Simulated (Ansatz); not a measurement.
Input:

```yaml
crystal:
  lattice:
    - [3.66799, 0.00000, 0.00000]
    - [1.83400, 3.17657, 0.00000]
    - [1.83400, -1.05886, 2.90927]
  atoms:
    - { symbol: Be, position: [0.00222, 0.99889, 0.99666] }
    - { symbol: Se, position: [0.49778, 0.25111, 0.75334] }
```

No spin polarisation.

Level of theory: Kohn–Sham DFT with the LDA functional, run in Ansatz (a first-principles code) with PAW and 420 eV plane waves, no spin-orbit coupling. Settings: 11×11×11 k-points, 0.05 eV Fermi–Dirac smearing.

Task: Predict the smallest direct gap and valence-band top at Γ.

Result: Smallest direct gap: 3.98 eV
Valence-band top at Γ (three highest levels, from the VBM): 0.00, -0.21, -0.21 eV

The cells carry an imposed strain or load. No phonon test of stability was made. The cell was made from BeSe in the zinc blende structure (space group F-43m, No. 216) by this change: biaxial strain +2.08 %, plane normal [111], relaxed out of plane.
